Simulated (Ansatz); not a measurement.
The parent structure is ZnO in the wurtzite structure (space group P6_3mc, No. 186; a = 3.2352 Å, c = 5.2113 Å).

All numbers come from r2SCAN in Ansatz (plane waves to 500 eV, PAW, no spin-orbit coupling), earlier PAW set.

Base values:

The band gap comes out as 1.23 eV and the pressure comes out as 0.00 GPa.

Perturbation: every lattice vector is shortened by 4.77 %; the atoms relax in the strained cell.

Task: How does this affect the band gap, energy relative to the base and pressure?

Result: The band gap grows by 0.202 eV (1.23 eV → 1.44 eV); the energy grows by 133 meV/atom; the pressure (mean of the normal stresses, compression positive) goes from zero to 30.30 GPa.

Semilocal Kohn–Sham gaps tend to fall short of experiment. No phonon test of stability was made.

Ansatz is an electronic-structure program.
